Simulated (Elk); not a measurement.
# Elk run on NiB2W2 (Immm, 5 atoms in the cell): self-consistent single point

Method: Elk with LDA (PW92), all-electron FP-LAPW, Elk's shipped species files, APW+lo basis with extra local orbitals.

The input file:

```
tasks
  0

tforce
  .true.

rgkmax
  7.5

gmaxvr
  18.0

lmaxapw
  10

lmaxo
  8

nxlo
  2

lorbcnd
  .true.

lradstp
  2

nrmtscf
  2.0

lmaxi
  4

swidth
  0.00367493

maxscl
  100

avec
   -2.9694135870    4.2300442156    6.5731779985
    2.9694135870   -4.2300442156    6.5731779985
    2.9694135870    4.2300442156   -6.5731779985

atoms
  3
  'Ni.in'
  1
  0.0000000000  0.0000000000  0.0000000000    0.0 0.0 0.0
  'B.in'
  2
  0.7038100000  0.5000000000  0.2038100000    0.0 0.0 0.0
  0.2961900000  0.5000000000  0.7961900000    0.0 0.0 0.0
  'W.in'
  2
  0.7005900000  0.2005900000  0.5000000000    0.0 0.0 0.0
  0.2994100000  0.7994100000  0.5000000000    0.0 0.0 0.0

ngridk
  8 8 8
```

The program printed (abridged):

```
│ Elk code version 10.2.4 │

All units are atomic (Hartree, Bohr, etc.)

│ Ground-state run starting from atomic densities │

Lattice vectors :
  -2.969413587       4.230044216       6.573177999
   2.969413587      -4.230044216       6.573177999
   2.969413587       4.230044216      -6.573177999

Unit cell volume      :    330.2562024
Brillouin zone volume :   0.7510841936

Muffin-tin inner radius fraction :   0.1000000000E-01

Nuclei treated as point charges

Species :    1 (Ni)
 parameters loaded from : Ni.in
 name : nickel
 nuclear charge    :   -28.00000000
 electronic charge :    28.00000000
 atomic mass :    106991.5230
 muffin-tin radius :    2.191663424
 number of radial points in muffin-tin :    999
 atomic positions (lattice), magnetic fields (Cartesian) :
   1 :   0.00000000  0.00000000  0.00000000    0.00000000  0.00000000  0.00000000

Species :    2 (B)
 parameters loaded from : B.in
 name : boron
 nuclear charge    :   -5.000000000
 electronic charge :    5.000000000
 atomic mass :    19707.24741
 muffin-tin radius :    1.643747568
 number of radial points in muffin-tin :    599
 atomic positions (lattice), magnetic fields (Cartesian) :
   1 :  -0.29619000  0.50000000  0.20381000    0.00000000  0.00000000  0.00000000
   2 :   0.29619000  0.50000000 -0.20381000    0.00000000  0.00000000  0.00000000

Species :    3 (W)
 parameters loaded from : W.in
 name : tungsten
 nuclear charge    :   -74.00000000
 electronic charge :    74.00000000
 atomic mass :    335119.8190
 muffin-tin radius :    2.612027549
 number of radial points in muffin-tin :   1399
 atomic positions (lattice), magnetic fields (Cartesian) :
   1 :  -0.29941000  0.20059000  0.50000000    0.00000000  0.00000000  0.00000000
   2 :   0.29941000 -0.20059000  0.50000000    0.00000000  0.00000000  0.00000000

Total number of atoms per unit cell :    5

Spin treatment :
 spin-unpolarised

Number of Bravais lattice symmetries :    8
   [... lines left out ...]
 potential will be trimmed for |G| > 2 gkmax
Constant for pseudocharge density :   12
Radial integration step length :    2

G-vector grid sizes :     48    48    48
Number of G-vectors :    32437

Maximum angular momentum used for
 APW functions                      :   10
 outer part of muffin-tin           :    8
 inner part of muffin-tin           :    4

Total nuclear charge    :   -186.0000000
Total core charge       :    108.0000000
Total valence charge    :    78.00000000
Total excess charge     :    0.000000000
Total electronic charge :    186.0000000

Effective Wigner radius, rₛ :   0.7511900204

Number of empty states         :   20
Total number of valence states :   59
Total number of core states    :  108

Conduction state local-orbitals added automatically
Total number of local-orbitals :  574

Exchange-correlation functional :      3     0     0
 Perdew-Wang/Ceperley-Alder, Phys. Rev. B 45, 13244 (1992)
 gradient requirement :    0
 local density approximation (LDA)

Smearing type :    3
 Fermi-Dirac
Smearing width :   0.3674930000E-02
Effective electronic temperature (K) :    1160.451112

Mixing type :    3
 Broyden mixing, J. Phys. A: Math. Gen. 17, L317 (1984)

Kohn-Sham potential initialised from atomic data
│ Self-consistent loop started │
│ Loop number : 1 │
 total energy                :     -33863.2448231
│ Loop number : 2 │
 total energy                :     -33864.4609668
RMS change in Kohn-Sham potential (target) :   0.2260621529     (  0.1000000000E-05)
Absolute change in total energy (target)   :    1.216143723     (  0.1000000000E-03)
│ Loop number : 3 │
 total energy                :     -33870.2340693
RMS change in Kohn-Sham potential (target) :   0.2108790834     (  0.1000000000E-05)
Absolute change in total energy (target)   :    6.077138448     (  0.1000000000E-03)
│ Loop number : 4 │
 total energy                :     -33874.9556779
RMS change in Kohn-Sham potential (target) :   0.1623971582     (  0.1000000000E-05)
Absolute change in total energy (target)   :    6.240893250     (  0.1000000000E-03)
│ Loop number : 5 │
 total energy                :     -33878.6418509
RMS change in Kohn-Sham potential (target) :   0.1204965255     (  0.1000000000E-05)
Absolute change in total energy (target)   :    5.246396303     (  0.1000000000E-03)
   [... lines left out ...]
Absolute change in total energy (target)   :   0.4454668699E-02 (  0.1000000000E-03)
│ Loop number : 15 │
 total energy                :     -33881.2103072
RMS change in Kohn-Sham potential (target) :   0.7858058278E-06 (  0.1000000000E-05)
Absolute change in total energy (target)   :   0.1244799882E-02 (  0.1000000000E-03)
│ Loop number : 16 │
 total energy                :     -33881.2102372
RMS change in Kohn-Sham potential (target) :   0.2385872326E-06 (  0.1000000000E-05)
Absolute change in total energy (target)   :   0.2412091635E-03 (  0.1000000000E-03)
│ Loop number : 17 │
 total energy                :     -33881.2102919
RMS change in Kohn-Sham potential (target) :   0.3661403409E-07 (  0.1000000000E-05)
Absolute change in total energy (target)   :   0.1150168900E-03 (  0.1000000000E-03)
│ Loop number : 18 │
 total energy                :     -33881.2103080
RMS change in Kohn-Sham potential (target) :   0.5471000011E-07 (  0.1000000000E-05)
Absolute change in total energy (target)   :   0.4491405707E-04 (  0.1000000000E-03)
Convergence targets achieved

│ Loop number : 19 │

Energies :
 Fermi                       :     0.553470826419
 sum of eigenvalues          :     -20647.8627751
 electron kinetic            :      37988.4972947
 core electron kinetic       :      36539.3006436
 Coulomb                     :     -71168.8416320
 Coulomb potential           :     -57706.3513130
 nuclear-nuclear             :     -2694.89627128
 electron-nuclear            :     -79241.5394083
 Hartree                     :      10767.5940476
 Madelung                    :     -42315.6659754
 xc potential                :     -930.008756798
 exchange                    :     -682.413005145
 correlation                 :     -18.4511837727
 electron entropic           :    -0.178034766585E-02
 total energy                :     -33881.2103065

Density of states at Fermi energy :    39.44353011
 (states/Hartree/unit cell)

Estimated indirect band gap :   0.2154170049E-02
 from k-point     86 to k-point     95
Estimated direct band gap   :   0.6841472349E-02
 at k-point     69

Charges :
 core                        :    108.0000000
 valence                     :    78.00000000
 interstitial                :    5.662889120
 muffin-tins (core leakage)
  species :    1 (Ni)
   atom    1                 :    27.30183924     (  0.9185729908E-03)
  species :    2 (B)
   atom    1                 :    3.712952945     (  0.2229056536E-03)
   atom    2                 :    3.712952945     (  0.2229056536E-03)
  species :    3 (W)
   atom    1                 :    72.80468288     (  0.4034230727E-06)
   atom    2                 :    72.80468288     (  0.4034230727E-06)
 total in muffin-tins        :    180.3371109
 total calculated charge     :    185.9983896
 total charge                :    186.0000000
 error                       :   0.1610432527E-02

│ Self-consistent loop stopped │

Forces :
 species :    1 (Ni)
  atom :    1
   Hellmann-Feynman          :     0.00000000    0.00000000    0.00000000
   IBS                       :     0.00000000    0.00000000    0.00000000
   total force               :     0.00000000    0.00000000    0.00000000
   total magnitude           :     0.00000000
 species :    2 (B)
  atom :    1
   Hellmann-Feynman          :     0.00000000    0.00547264    0.00000000
   IBS                       :     0.00000000   -0.00445662    0.00000000
   total force               :     0.00000000    0.00101603    0.00000000
   total magnitude           :     0.00101603
  atom :    2
   Hellmann-Feynman          :    -0.00000000   -0.00547264    0.00000000
   IBS                       :     0.00000000    0.00445662    0.00000000
   total force               :     0.00000000   -0.00101603    0.00000000
   total magnitude           :     0.00101603
 species :    3 (W)
  atom :    1
   Hellmann-Feynman          :    -0.00000000    0.00000000    0.05965274
   IBS                       :     0.00000000    0.00000000   -0.05759081
   total force               :     0.00000000    0.00000000    0.00206193
   total magnitude           :     0.00206193
  atom :    2
   Hellmann-Feynman          :     0.00000000    0.00000000   -0.05965274
   IBS                       :    -0.00000000    0.00000000    0.05759081
   total force               :     0.00000000    0.00000000   -0.00206193
   total magnitude           :     0.00206193
```

The run converged in 19 iterations. The count includes the last loop, which Elk runs after its targets are met.

The starting cell comes from a database of computed structures (which also holds hypothetical and non-ambient phases and stackings), without a prior relaxation at this level. Its lattice was rescaled by a random factor within 2.5 % of one. Spin-orbit coupling is off. Spin polarisation is off. Values depend on the basis (sphere radii, cutoffs, local orbitals), which need not be converged. The log's line on a gap gives a spacing of levels on this mesh, which the program prints for metals too.

Cost on one core of a shared machine: roughly 10 min.
